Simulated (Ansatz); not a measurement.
Cells marked so need not be the phases stable at ambient conditions, and some may be hypothetical.

By PBEsol, each system below comes out a metal.

Ballistic conductance counts the channels of both spins, as a mean over 0.1 eV about the Fermi level; spin-orbit coupling is left out.

A. CoSi2 (Fm-3m, 3 atoms a cell, 12.5 Å³ an atom), current normal to (110)
B. ScAl$_{3}$ (Pm-3m, Cu3Au type, not sure to be the ambient phase, 4 atoms a cell, 17.1 Å³ an atom), current normal to (111)
C. ZrN (Fm-3m, rock salt, 2 atoms a cell, 12.1 Å³ an atom, -6 GPa at this level), current normal to (110)

Question: Put the candidates in order of ballistic conductance per area, lowest first, for PBEsol (Ansatz, a program for electronic structure).

Answer: B (0.55 × 10¹⁵ S/m²), A (0.80 × 10¹⁵ S/m²), C (1.1 × 10¹⁵ S/m²)
